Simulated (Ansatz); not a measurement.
A working Ansatz (a program for electronic structure) input for ZnBr2 (R3m, 3 atoms in the cell) (DFT, PBE, plane waves, default PAW files):

Ansatz 0.2 input:
```yaml
# ZnBr2
crystal:
  lattice:
    - [1.612248, 0.930831, 6.242385]
    - [-1.612248, 0.930831, 6.242385]
    - [0.000000, -1.861664, 6.242385]
  atoms:
    - { symbol: Zn, position: [0.000000, 0.000000, 0.000000] }
    - { symbol: Br, position: [0.752300, 0.752300, 0.752300] }
    - { symbol: Br, position: [0.581000, 0.581000, 0.581000] }
basis:
  ecutwfc: 420.0 eV
kpoints:
  mp_grid: { grid: [6, 6, 6] }
hamiltonian:
  xc: pbe
  pseudopotentials: { kind: paw }
scf:
  occupations: { method: gaussian, width: 0.1 eV }
output:
  forces: true
  eigenvalues: true
  stress: true
```

The run converged in 6 iterations: free energy E − TS (on the zero of these files) -8885.8730 eV; top of the valence band (on the code's own zero) 8.65 eV; gap on the k-point mesh 1.76 eV; pressure 27.12 GPa; largest force (vector length) 1.353 eV/Å. Each of these slips is then made, one at a time:

(1)
```diff
+  convergence: { dr2_threshold: 1.0e+00 eV }
```

(2)
```diff
+  max_iter: 2
```

Question: How does each altered input end?

Answer: 
(1) A convergence threshold that is too loose. The run converged in 6 iterations, and against the sound input the free energy hardly moves (within 1 meV/atom), the pressure stays at 27.12 GPa, the largest force stays at 1.353 eV/Å and the gap on the mesh stays at 1.759 eV. The full log also holds (shortened here): “iter 2 did not close the SCF: its close was put off for the readings that it lacked (scf_convergence_deferred on its scf_iter line)” and “iter 3 did not close the SCF: its close was put off for the readings that it lacked (scf_convergence_deferred on its scf_iter line)”.

(2) An iteration limit that is too low. The run ended unconverged after 2 iterations.
```
did not converge after 2 iterations: dr2 = 1.36e-3 (threshold 1.00e-7), under the density mixer `msr1`, which `scf.mixing.algorithm: auto` chose by the deck's other keys (type `scf.mixing.algorithm: msr1` to keep it); raise `scf.max_iter`, which need not help a stalled SCF, or adjust the mixing (`scf.mixing`) or, under a smearing, its width (`scf.o [...]
```

The starting cell was generated: these elements placed on a structure prototype, without a prior relaxation; it need not be a known phase or ordering of this composition. Its lattice was rescaled by a random factor within 2.5 % of one. In the base run, with a pressure of about 27 GPa the cell is away from its equilibrium volume at this level. In the base run, forces exceed 1 eV/Å. Ansatz's pressure includes its estimate of the finite-basis (Pulay) stress.

Left out of this page: 3 runs of the series outside the window shown, repeating another row's setting, or not comparable; 1 run of the series on a method kept out of this collection.
